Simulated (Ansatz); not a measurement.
Base system: InSb in the zinc blende structure (space group F-43m, No. 216).

```
InSb
1.0
    0.00000     3.27796     3.27796
    3.27796     0.00000     3.27796
    3.27796     3.27796     0.00000
Sb In
1 1
Cartesian
  4.91695   4.91695   4.91695
  0.00000   0.00000   0.00000
```

Levels (all Ansatz, a first-principles code, PAW): r2SCAN (500 eV, no spin-orbit coupling); HSE06 (420 eV, no spin-orbit coupling).

The geometry is relaxed with r2SCAN.

- r2SCAN band gap: zero

Q: What does HSE06 give at this geometry for the band gap?

A: The band gap becomes 0.26 eV (r2SCAN: zero).

Single points use the geometry relaxed with r2SCAN. HSE06 was sampled on its mesh, a few special points and the semilocal edge points, so its gap is an upper bound. Spin-orbit coupling, missing from the scalar runs, can matter with Sb. No phonon test of stability was made. The final runs are not spin-polarised. Gaps under 0.05 eV, about the width of the smearing, are given as zero. The zero or small gap of InSb can change with the level of theory.
